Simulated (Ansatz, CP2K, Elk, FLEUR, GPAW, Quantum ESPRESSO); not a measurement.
# Code comparison for LuTlTe2 (R-3m, 4 atoms in the cell)

Self-consistent single point, at a second geometry (lattice scaled by 0.98). First geometry:

```
CELL_PARAMETERS angstrom
      2.18903     1.26384     8.13839
     -2.18903     1.26384     8.13839
      0.00000    -2.52767     8.13839
ATOMIC_POSITIONS crystal
  Lu 0.50000 0.50000 0.50000
  Tl 0.00000 0.00000 0.00000
  Te 0.76400 0.76400 0.76400
  Te 0.23600 0.23600 0.23600
```

Shared settings, as Ansatz (a first-principles code) writes them: kpoints.mp_grid.grid = 5 5 5; scf.occupations.method = fixed. Potentials and cutoffs stand in the table.

| code | model | ΔF from the first geometry (meV/atom) | pressure (GPa) | largest force (eV/Å) | gap on the mesh (eV) | cutoff |
|---|---|---|---|---|---|---|
| CP2K | LDA (Pade form), GPW, DZVP-MOLOPT-SR-GTH basis, GTH-PADE potentials (GTH_POTENTIALS) | -21.9 | -0.46 | 0.191 | 0.413 | grid 500 Ry |
| FLEUR | LDA (Perdew-Zunger), all-electron FLAPW (FLEUR), scalar-relativistic valence | -23.9 | – | – | 0.416 | Kmax 3.8 1/bohr |
| GPAW | LDA (Perdew-Wang 92), GPAW PAW datasets LDA (gpaw-data 1.0.1) | -26.8 | -0.95 | 0.248 | 0.410 | 800 eV |
| Quantum ESPRESSO | LDA (PZ), SSSP 1.1.2 efficiency (PBE) pseudopotentials | -22.2 | -0.54 | 0.291 | 0.343 | 50 Ry |
| Elk | LDA (PW92), all-electron FP-LAPW, Elk's shipped species files, APW+lo basis with extra local orbitals | -25.8 | – | – | 0.423 | rgkmax 7.5 |
| Ansatz | LDA (PW92), PAW files made with PBE | -25.4 | -0.83 | 0.234 | 0.426 | default |

A dash marks a value that a program does not give, or that is left out as unsure.

Gaps are read on the mesh.

On Ansatz's run: spin-orbit coupling is off.

The spread over the programs that give each value: ΔF from the first geometry within 4.9 meV/atom; pressure within 0.49 GPa; largest force within 0.100 eV/Å; gap on the mesh within 0.083 eV.

CP2K uses small atom-centred bases, whose incompleteness enters pressures, forces and empty levels differently from a plane-wave cutoff. FLEUR and Elk treat all electrons, but the usual bases taken here (sphere radii, linearisation, local orbitals, empty states) were not tested for convergence, so the values are no reference for the others. Ansatz's pressure is given at a fixed set of plane waves, as the other plane-wave codes print theirs; with its correction for the finite basis it is -0.79 GPa. The same LDA comes in different parametrisations, which differ slightly.

The starting cell comes from a database of computed structures (which also holds hypothetical and non-ambient phases and stackings), without a prior relaxation at this level. Its lattice was rescaled by a random factor within 2.5 % of one. For this run, on top of that: lattice scaled by 0.98.

Left out of this page: ABINIT (failed or unconverged).

Keys are those of Ansatz 0.2.
